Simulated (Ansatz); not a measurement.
Start from CsI in the CsCl type structure (space group Pm-3m, No. 221).

```xyz
2
Lattice="4.6669 0.0000 0.0000 0.0000 4.6669 0.0000 0.0000 0.0000 4.6669" Properties=species:S:1:pos:R:3 pbc="T T T"
Cs     0.0000     0.0000     0.0000
I      2.3335     2.3335     2.3335
```

Level of theory: PBE (Ansatz, an electronic-structure program), no spin-orbit coupling.

For the base:

The density is 4.24 g/cm³ and the valley order is Γ 3.69 eV; M along ⟨110⟩ 4.26 eV.

It is then changed as follows: a hydrostatic pressure of 7 GPa.

### Question
How does this affect the density?

### Answer
The density rises by 1.59 g/cm³, from 4.24 g/cm³ to 5.83 g/cm³.

### Question
Estimate the effect on the valley order.

### Answer
The valley order (the lowest conduction-band minima on the path, energy above the VBM, named in the base's zone) goes from Γ 3.69 eV; M along ⟨110⟩ 4.26 eV to Γ 3.65 eV; M along ⟨110⟩ 4.14 eV.

With I present, leaving out spin-orbit coupling can change the band edges. The levels and masses belong to the bands next to the band gap. Load acts through the strain it causes; cell and atoms are relaxed under it. Stability against distortions was not tested. No other phases were tried under pressure.
